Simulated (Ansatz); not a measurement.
## Effect of isotropic strain −1.50 % on Rh

The parent structure is Rh in the fcc (Cu type) structure (space group Fm-3m, No. 225; a = 3.782 Å; relaxed with 0.1 eV smearing).

The change: an isotropic linear strain of −1.50 %; the atoms relax in the strained cell.

Method: PBEsol/PAW in Ansatz (an electronic-structure program), spin-orbit coupling left out. k-mesh 30×30×30 (Γ-centred); smearing 0.1 eV (Fermi–Dirac).

```tsv
quantity	base	changed	shift
volume per atom	13.52 Å³	12.92 Å³	-0.60 Å³
space group	Fm-3m (No. 225)	Fm-3m (No. 225)	–
shortest interatomic distance	2.674 Å	2.634 Å	-0.040 Å
energy relative to the base (free energy F)	0 meV/atom	+27 meV/atom	+27 meV/atom
pressure	0.0 GPa	14.9 GPa	+14.9 GPa
band gap	zero	zero	–
```

Whether these cells are dynamically stable was not tested. The final runs are not spin-polarised.
